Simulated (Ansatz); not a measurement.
Structures of equal composition on the (110) surface of bcc Ta: one row in 4 of the top plane missing; p(2x2), one Ta site of the top plane empty. The slabs share one bottom face, and each structure is named by its start. These are constructed structures in small cells; real faces may alloy, dewet or reconstruct in larger ones, and not all known structures of the face are among them. Slabs of about 11 Å with all that they carry, Fermi-Dirac smearing of 0.1 eV. Bottom of the slabs: a bare face, its two planes held. Relaxed from the named starts with such symmetry as they have, on meshes of like density; energies extrapolated to zero smearing; no spin-orbit coupling, no U. Spin-polarised runs, if any, are marked in brackets, and their order is one that fits the cell; the others ran without spin. The cells differ, so small differences also carry the error of unlike k-meshes.

Computed with PBE (plane waves to 420 eV, PAW; Ansatz, an electronic-structure program).

Task: Rank these by energy per 1x1 cell (lowest first), as PBE gives it.

Result: one row in 4 of the top plane missing (0.00 eV), p(2x2), one Ta site of the top plane empty (0.12 eV)
